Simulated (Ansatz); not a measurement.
A computed series for hypothetical zinc blende PbS: pressure series

Take PbS in the zinc blende structure (space group F-43m, No. 216; a hypothetical phase, not in the database extracts checked) as the base.

```
PbS
1.0
    0.00000     3.32390     3.32390
    3.32390     0.00000     3.32390
    3.32390     3.32390     0.00000
S Pb
1 1
Cartesian
  4.98585   4.98585   4.98585
  0.00000   0.00000   0.00000
```

Cell and atoms are relaxed at each pressure.

The values are results of PBE (Ansatz, a first-principles code), no spin-orbit coupling, not measurements.

Candidates:
(a) pressure −1 GPa
(b) pressure 0.7 GPa
(c) pressure 7.5 GPa

For the base:

The band gap is 0.84 eV.

Problem. Order them by band gap, lowest first.

Solution. (c) pressure 7.5 GPa (0.40 eV), (b) pressure 0.7 GPa (0.80 eV), (a) pressure −1 GPa (0.91 eV)

Spin-orbit coupling, missing from the scalar runs, can matter with Pb. Load acts through the strain it causes; cell and atoms are relaxed under it. Stability against distortions was not tested. No other phases were tried under pressure.
